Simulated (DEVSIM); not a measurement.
System: Pd/AlN/SiO2/p-Si capacitor, at 250 K.

```csv
layer (left to right),material,thickness (nm),Na (cm⁻³)
1,AlN,2.40,-
2,SiO2,0.630,-
3,Si,2800,4.1e16
```

Metal gate on the left, work function 5.2 eV. Fixed charge at the semiconductor interface 2.7e12 cm⁻² (in units of +e); interface traps 5.7e10 cm⁻² eV⁻¹, uniform in energy, neutral level at 0.5 of the gap above the valence band.

Constants are typed, rounded textbook-type inputs, not results; the design itself was drawn at random and stands for no fabricated device. Values at 300 K; Nc and Nv go as T^1.5, mobilities as T to minus their exponent, the gap by Varshni's rule with the affinity fixed.

```
parameter         AlN  SiO2        Si
----------------  ---  ----  --------
gap (eV)          6.1     9     1.124
affinity (eV)     1.9   0.9      4.05
permittivity      8.5   3.9      11.7
Nc (cm⁻³)           -     -   2.86e19
Nv (cm⁻³)           -     -    3.1e19
Varshni α (eV/K)    -     -  0.000473
Varshni β (K)       -     -       636
```

Simulated with DEVSIM: 1D Poisson equation in equilibrium, Boltzmann statistics, complete ionisation; no quantum confinement or tunnelling. Metal contacts follow the ideal Schottky-Mott rule: no Fermi-level pinning, no interface dipoles.

Base results: capacitance of the dielectric stack (μF/cm²) 1.99; minimum of the low-frequency capacitance (μF/cm²) 0.0761; flat-band voltage (V) -0.07; threshold voltage (band bending 2φF) (V) 0.85.

Task: What follows from this one change: AlN thickness 0.0024 → 0.0013 μm?

Result: capacitance of the dielectric stack 1.99 → 2.82 μF/cm²; minimum of the low-frequency capacitance little changed (0.0753 μF/cm²); flat-band voltage -0.07 → 0.00 V; threshold voltage (band bending 2φF) 0.85 → 0.90 V.

Task: What follows from this one change: fixed charge 2.7e+12 → 4.95e+12 cm^-2?

Result: capacitance of the dielectric stack little changed (1.99 μF/cm²); minimum of the low-frequency capacitance little changed (0.0753 μF/cm²); flat-band voltage -0.07 → -0.25 V; threshold voltage (band bending 2φF) 0.85 → 0.67 V.

Task: What follows from this one change: temperature 250 → 300 K?

Result: capacitance of the dielectric stack little changed (1.99 μF/cm²); minimum of the low-frequency capacitance 0.0761 → 0.0793 μF/cm²; flat-band voltage -0.07 → -0.02 V; threshold voltage (band bending 2φF) 0.85 → 0.82 V.

Task: What follows from this one change: interface trap density 5.7e+10 → 3e+11 cm^-2 eV^-1?

Result: capacitance of the dielectric stack little changed (1.99 μF/cm²); minimum of the low-frequency capacitance 0.0761 → 0.112 μF/cm²; flat-band voltage little changed (-0.08 V); threshold voltage (band bending 2φF) little changed (0.86 V).

Task: What follows from this one change: substrate doping 4.1e+16 → 4.1e+15 cm^-3?

Result: capacitance of the dielectric stack little changed (1.99 μF/cm²); minimum of the low-frequency capacitance 0.0761 → 0.0321 μF/cm²; flat-band voltage -0.07 → -0.02 V; threshold voltage (band bending 2φF) 0.85 → 0.77 V.

Task: What follows from this one change: gate work function 5.2 → 5.05 eV?

Result: capacitance of the dielectric stack little changed (1.99 μF/cm²); minimum of the low-frequency capacitance 0.0761 → 0.0745 μF/cm²; flat-band voltage -0.07 → -0.22 V; threshold voltage (band bending 2φF) 0.85 → 0.70 V.
